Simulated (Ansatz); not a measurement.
The starting structures come from a database of crystals and need not be the phases stable at ambient conditions.

By PBEsol, the system below comes out a metal.

Without scattering a metal conducts by its projected Fermi surface.

Given:

```xyz
3
Lattice="2.7575 0.0000 0.0000 0.0000 3.9641 0.0000 1.3787 1.9821 4.1565" Properties=species:S:1:pos:R:3 pbc="T T T"
Mo     0.0000     0.0000     0.0000
Pt     1.3788     1.9821     1.3578
Pt     2.7575     3.9641     2.7986
```

Space group of this cell: Immm. The cell is taken as given; by PBEsol its mean pressure is -5.4 GPa.

The current flows along the normal of the first two printed cell vectors. No spin-orbit coupling; the value is a mean over 0.1 eV about the Fermi level.

### Question
Compute, with PBEsol in Ansatz (a first-principles code), the ballistic conductance per area.

### Answer
0.61 × 10¹⁵ S/m² for both spins.
